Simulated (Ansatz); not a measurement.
Input and output of a self-consistent single point for LaPb3 (P4mm, 4 atoms in the cell) (Ansatz, an electronic-structure program).

Method of the run: LDA (PW92), default PAW files made with PBE (plane waves; Ansatz).

```
LaPb3
1.0
    4.93347     0.00000     0.00000
    0.00000     4.93347     0.00000
    0.00000     0.00000     4.93347
La Pb
1 3
Direct
  0.00000   0.00000   0.01013
  0.00000   0.50000   0.50000
  0.50000   0.00000   0.50000
  0.50000   0.50000   0.00000
```

Reference input (self-consistent single point, DFT, LDA (PW92), plane waves, default PAW files made with PBE): basis.ecutwfc = 420 eV; kpoints.mp_grid.grid = 7 7 7; hamiltonian.xc = lda; hamiltonian.pseudopotentials = {kind: paw} (the program's default PAW files); scf.occupations.method = gaussian; scf.occupations.width = 0.1 eV. This run's input differs from it in these lines:

Ansatz 0.2 input:
```diff
@@ -15,3 +15,4 @@
   mp_grid:
-    grid: [7, 7, 7]
+    grid: [4, 4, 4]
+    shift: [0.5, 0.5, 0.5]
 hamiltonian:
```

The program printed (abridged):

```
SCF iter   1: F=—  HF=-40885.241948 eV  |F-HF|=—  |Δ(HF+E_count)|=         —  Δρ=5.73e-3  dr2=5.18e-2  ethr=1.77e-3  ⟨swp⟩=5.3  Hψ=738  notcnv=0
all-band conjugate gradients solve this SCF's bands
preconditioner: auto → Resta (q_TF=auto, 2.381 Å⁻¹)
SCF iter   2: F=—  HF=-40885.233438 eV  |F-HF|=—  |Δ(HF+E_count)|=   8.51e-3  Δρ=2.73e-3  dr2=7.24e-3  ethr=9.78e-5  ⟨swp⟩=2.0  Hψ=293  notcnv=0  defer=2
   [... lines left out ...]
SCF iter   5: F=—  HF=-40885.231141 eV  |F-HF|=—  |Δ(HF+E_count)|=   6.20e-6  Δρ=2.57e-5  dr2=8.27e-7  ethr=4.21e-8  ⟨swp⟩=2.0  Hψ=332  notcnv=0  defer=5
SCF iter   6: F=-40885.231140 eV  HF=-40885.231140 eV  |F-HF|=5.26e-8  |Δ(HF+E_count)|=   1.82e-7  Δρ=7.34e-6  dr2=9.20e-8  ethr=1.89e-10  ⟨swp⟩=11.5  Hψ=1119  notcnv=0
the last iteration of the SCF fills more bands at one k-point than at another …
SCF 1 converged in 6 iterations: F = -40885.231140 eV  dr2 = 9.20e-8
Free energy (F): -40885.231140 eV
Internal energy: -40885.227130 eV  (E = F + TS)
E sigma→0 (E₀):  -40885.229135 eV
Entropy (-TS):   -0.004010 eV (-1.003 meV/atom)
Fermi energy:    11.546777 eV
--- Forces (eV/Å), atoms counted from 1 ---
  atom   1  La    -0.00000000     0.00000000    -0.23143108
  atom   2  Pb     0.00000000     0.00000000     0.11649246
  atom   3  Pb     0.00000000     0.00000000     0.11649246
  atom   4  Pb     0.00000000     0.00000000    -0.00155463
--- Stress (GPa, compression-positive) ---
       -3.422372       0.000000       0.000000
        0.000000      -3.422372       0.000000
        0.000000       0.000000      -3.418126
  P = ⅓ Tr σ = -3.4210 GPa (-34.210 kbar)
  The stress holds the Pulay correction. Without it, at fixed plane waves, as pw.x and ABINIT print it: P = -3.4359 GPa
```

The run converged in 6 iterations. Against the reference run the free energy falls by 11.2 meV/atom, the pressure goes from -3.29 to -3.42 GPa and the largest force goes from 0.219 to 0.231 eV/Å.

The starting cell comes from a database of computed structures (which also holds hypothetical and non-ambient phases and stackings), without a prior relaxation at this level. Its lattice was rescaled by up to half a per cent. One atom was moved a little off its site on purpose. Ansatz's pressure includes its estimate of the finite-basis (Pulay) stress.
